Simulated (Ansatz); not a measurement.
Ansatz (a first-principles code) run on SrSnPt (P1, 12 atoms in the cell): relaxation of the atoms.

Level of theory: PBEsol, default PAW files made with PBE (plane waves; Ansatz).

The change in words: atoms moved at random; relax: default → atoms; relax.f_tol: default → 0.03 eV/Å. Reference geometry:
```xyz
12
Lattice="7.6492 0.0000 0.0000 0.0000 4.7121 0.0000 0.0000 0.0000 8.0044" Properties=species:S:1:pos:R:3 pbc="T T T"
Pt     2.2818     1.1780     3.1530
Pt     1.5428     3.5341     7.1552
Pt     6.1065     1.1780     0.8492
Pt     5.3674     3.5341     4.8514
Sn     1.2418     1.1780     0.5989
Sn     2.5828     3.5341     4.6011
Sn     5.0664     1.1780     3.4033
Sn     6.4075     3.5341     7.4055
Sr     0.1400     1.1780     5.4616
Sr     3.6846     3.5341     1.4594
Sr     3.9646     1.1780     6.5450
Sr     7.5093     3.5341     2.5428
```

Reference input (self-consistent single point, DFT, PBEsol, plane waves, default PAW files made with PBE): basis.ecutwfc = 420 eV; kpoints.mp_grid.grid = 3 5 3; hamiltonian.xc = pbesol; hamiltonian.pseudopotentials = {kind: paw} (the program's default PAW files); scf.occupations.method = fermi_dirac; scf.occupations.width = 0.1 eV. This run's input differs from it in these lines:

Ansatz 0.2 input:
```diff
@@ -7,14 +7,14 @@
   atoms:
-    - { symbol: Pt, position: [0.29831000, 0.25000000, 0.39391000] }
-    - { symbol: Pt, position: [0.20169000, 0.75000000, 0.89391000] }
-    - { symbol: Pt, position: [0.79831000, 0.25000000, 0.10609000] }
-    - { symbol: Pt, position: [0.70169000, 0.75000000, 0.60609000] }
-    - { symbol: Sn, position: [0.16234000, 0.25000000, 0.07482000] }
-    - { symbol: Sn, position: [0.33766000, 0.75000000, 0.57482000] }
-    - { symbol: Sn, position: [0.66234000, 0.25000000, 0.42518000] }
-    - { symbol: Sn, position: [0.83766000, 0.75000000, 0.92518000] }
-    - { symbol: Sr, position: [0.01830000, 0.25000000, 0.68232000] }
-    - { symbol: Sr, position: [0.48170000, 0.75000000, 0.18232000] }
-    - { symbol: Sr, position: [0.51830000, 0.25000000, 0.81768000] }
-    - { symbol: Sr, position: [0.98170000, 0.75000000, 0.31768000] }
+    - { symbol: Pt, position: [0.29968400, 0.24664400, 0.38778400] }
+    - { symbol: Pt, position: [0.19993400, 0.75656300, 0.89345300] }
+    - { symbol: Pt, position: [0.80065100, 0.24257000, 0.11142300] }
+    - { symbol: Pt, position: [0.70321400, 0.75257900, 0.60875700] }
+    - { symbol: Sn, position: [0.15910200, 0.25276300, 0.07378700] }
+    - { symbol: Sn, position: [0.34099200, 0.75442500, 0.56911400] }
+    - { symbol: Sn, position: [0.65809400, 0.24264800, 0.42058900] }
+    - { symbol: Sn, position: [0.84050200, 0.73840200, 0.92163600] }
+    - { symbol: Sr, position: [0.01339600, 0.25789000, 0.68918500] }
+    - { symbol: Sr, position: [0.48567400, 0.74827400, 0.19028500] }
+    - { symbol: Sr, position: [0.51171200, 0.25151900, 0.81413400] }
+    - { symbol: Sr, position: [0.98704400, 0.75572300, 0.31985300] }
 basis:
@@ -28,2 +28,4 @@
   occupations: { method: fermi_dirac, width: 0.1 }
+relax:
+  f_tol: 0.03
 output:
```

Output (repeated stretches shortened):

```
   [... SCF lines of the steps left out ...]
relax step   1: F+E_penalty+E_count = -87313.60520822 eV  Δ(F+E_penalty+E_count) = +0.000e0 eV  max|allowed force component| = 5.457e-1 eV/Å  Δτ_max = 0.0000 Å  (6 SCF iters, dr2 threshold 2.25e-5 eV, accepted)
relax step   2: F+E_penalty+E_count = -87313.66554336 eV  Δ(F+E_penalty+E_count) = -6.034e-2 eV  max|allowed force component| = 4.464e-1 eV/Å  Δτ_max = 0.1259 Å  (7 SCF iters, dr2 threshold 1.86e-5 eV, accepted)
relax step   3: F+E_penalty+E_count = -87313.72362550 eV  Δ(F+E_penalty+E_count) = -5.808e-2 eV  max|allowed force component| = 1.111e-2 eV/Å  Δτ_max = 0.0620 Å  (7 SCF iters, dr2 threshold 1.25e-5 eV, accepted)
relax step   4: F+E_penalty+E_count = -87313.72362666 eV  Δ(F+E_penalty+E_count) = -1.162e-6 eV  max|allowed force component| = 1.111e-2 eV/Å  Δτ_max = 0.0000 Å  (4 SCF iters, accepted)
Stability not checked: this state was not tested for a lower state beside it, because too few of the mixer's solves of this state at the end of the SCF gave a …
Free energy (F): -87313.723627 eV
Internal energy: -87313.520773 eV  (E = F + TS)
E sigma→0 (E₀):  -87313.622200 eV
Entropy (-TS):   -0.202854 eV (-16.904 meV/atom)
Fermi energy:    12.754778 eV
--- Forces (eV/Å), atoms counted from 1 ---
  atom   1  Pt     0.00003818     0.00029140     0.00398902
  atom   2  Pt    -0.00128200     0.00049020     0.00693369
  atom   3  Pt     0.00194041     0.00132060    -0.00097507
  atom   4  Pt    -0.00262908     0.00151363    -0.00355595
  atom   5  Sn     0.00161051     0.00068298    -0.00762102
   [... lines left out ...]
    - { symbol: Sr, position: [0.02000411875775456, 0.24994860075051661, 0.68284415050215] }
    - { symbol: Sr, position: [0.47993681161652274, 0.7500091918257384, 0.18277911021246196] }
    - { symbol: Sr, position: [0.5200510384644654, 0.2499836088261958, 0.8171729488414641] }
    - { symbol: Sr, position: [0.9799038455633875, 0.750016269951712, 0.3171397572132977] }
```

The run converged.  The full log also holds: “iter 5 did not close the SCF: its close was put off for the readings that it lacked (scf_convergence_deferred on its scf_iter line)”.

Summary of the result:
- Free energy E − TS (on the zero of these files): -87313.7236 eV
- Fermi level (on the code's own zero): 12.75 eV
- Pressure: -0.95 GPa
- Largest force (vector length): 0.013 eV/Å
- Relaxation steps: 4

The starting cell comes from a database of published, mostly measured structures (it also holds non-ambient and calculated ones), without a prior relaxation at this level. Its lattice was rescaled by a random factor within 2.5 % of one. For this run, on top of that: atoms moved at random. Spin polarisation is off. Ansatz's pressure includes its estimate of the finite-basis (Pulay) stress.

Cost on one core of a shared machine: roughly 4 min.
